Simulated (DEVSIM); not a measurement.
Device: n-channel Si planar bulk MOSFET with Al2O3, at 400 K.

| Property | Result |
|---|---|
| Gate length | 65 nm |
| Source drain length | 52 nm |
| Dielectric thickness | 4.3 nm |
| Lateral straggle | 2.3 nm |
| Underlap | 0 nm |
| Junction depth | 17 nm |
| Substrate depth | 256 nm |
| Gate work function | 4.11 eV |
| Source and drain doping | 1.6e20 cm⁻³, Gaussian tails under the gate |
| Body doping | 7.9e17 cm⁻³ |
| Lifetime | 3e-8 s |
| Supply | 1.5 V |
| Halo peak | 2.3e18 cm⁻³ |

All mobilities are scaled by 0.5; velocity saturation, μ/(1 + (μE/vsat)^b)^(1/b) with b = 2 for electrons and 1 for holes and E the electric field along each mesh edge, is on. Mobility is μmin + (μ − μmin)/(1 + (N/Nref)^α).

This is a model device: material constants are rounded textbook-type values typed into the input, and sizes, dopings and lifetimes were drawn at random. Values at 300 K; Nc and Nv go as T^1.5, mobilities as T to minus their exponent, the gap by Varshni's rule with the affinity fixed.

Si: gap (eV) 1.124, affinity (eV) 4.05, permittivity 11.7, Nc (cm⁻³) 2.86e19, Nv (cm⁻³) 3.1e19, μn (cm²/Vs) 1417, μp (cm²/Vs) 470, μn,min 52, μp,min 45, Nref,n 9.7e16, Nref,p 2.2e17, αn 0.68, αp 0.72, T exponent of μn 2.3, T exponent of μp 2.2, vsat,n (cm/s) 1e7, vsat,p (cm/s) 8.4e6, Varshni α (eV/K) 0.000473, Varshni β (K) 636. Al2O3: gap (eV) 6.8, affinity (eV) 1.35, permittivity 9.

DEVSIM, 2D drift-diffusion, Boltzmann statistics, complete ionisation; no quantum confinement, tunnelling, impact ionisation, self-heating, contact resistance or fringe fields beside the gate. Metal contacts follow the ideal Schottky-Mott rule: no Fermi-level pinning, no interface dipoles.

Transfer curves, |Id| in μA/μm:

```tsv
Vg (V)	Vd = 0.05 V	Vd = 1.5 V
-0.45	2.051e-6	1.393e-5
-0.375	9.867e-6	6.681e-5
-0.3	4.878e-5	0.0003284
-0.225	0.0002453	0.001638
-0.15	0.001246	0.008222
-0.075	0.006352	0.04120
0	0.03222	0.2032
0.075	0.1595	0.9527
0.15	0.7252	3.917
0.225	2.639	12.59
0.3	6.722	30.33
0.375	12.44	57.92
0.45	18.86	94.36
0.525	25.42	138.2
0.6	31.90	188.3
0.675	38.21	243.6
0.75	44.30	303.2
0.825	50.16	366.6
0.9	55.79	433.1
0.975	61.21	502.5
1.05	66.41	574.3
1.125	71.41	648.2
1.2	76.22	724.0
1.275	80.85	801.6
1.35	85.31	880.6
1.425	89.61	961.1
1.5	93.75	1043
```

Q: Work out the subthreshold swing at low drain bias from the rows at -0.15 and -0.075 V, and compare it with the thermal limit.

A: log10(0.006352/0.001246) = 0.707 over 75.0 mV, so S = 106 mV/decade. The limit kT/q ln 10 is 79.4 mV/decade; the ratio is 1.34. This is the steepest step of the table.

Q: Find both thresholds at the constant current 0.1 μA × (1 μm/L) a micrometre, and the DIBL.

A: The current is 1.54 μA/μm. Interpolating ln Id gives 0.194 V and 0.100 V; their difference over the 1.45 V of drain bias is 64 mV/V.

Source and drain are degenerate, where Boltzmann statistics are only rough. The electric field that drives the saturation includes the junctions' built-in field, which lowers the mobility there even at small currents: subthreshold currents come out too low, a known weakness of this choice.
